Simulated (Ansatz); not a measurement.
BeTe: tensor shear ε_xy = −3.68 %

Take BeTe in the zinc blende structure (space group F-43m, No. 216; a = 5.6569 Å) as the base. Axes: x, y, z lie along the cube axes.

Now apply this change: tensor shear ε_xy = −3.68 % (engineering shear γ = -0.0736); the atoms relax in the strained cell.

Method: r2SCAN (Ansatz, an electronic-structure program, PAW, no spin-orbit coupling). Γ-centred 10×10×10 mesh, Fermi–Dirac width 0.05 eV.

The volume per atom drops by 0.03 Å³, from 22.63 Å³ to 22.60 Å³ and the space group changes from F-43m (No. 216) to Imm2 (No. 44). The shortest interatomic distance shrinks by 0.0325 Å to 2.417 Å and the energy grows by 20 meV/atom. The band gap drops by 0.60 eV to 1.78 eV and the gap character comes out as indirect, Γ → X. The valence-band top at Γ (three highest levels, from the VBM) goes from 0.00, 0.00, 0.00 eV to 0.00, -0.37, -0.58 eV and the largest internal atomic displacement comes out as 0.023 Å. The stress (xx, yy, zz, yz, xz, xy; compression positive) comes out as (0.35, 0.35, -0.05, 0.00, 0.00, 3.89) GPa.

Final structure:

```xyz
2
Lattice="-0.1041 2.8285 2.8285 2.8285 -0.1041 2.8285 2.7244 2.7244 0.0000" Properties=species:S:1:pos:R:3 pbc="T T T"
Te     4.0866     4.0866     4.2199
Be     0.0000     0.0000     0.0228
```

With Te present, leaving out spin-orbit coupling can change the band edges. Stability against distortions was not tested. Labels are those of the standard path for the cell's own space group.
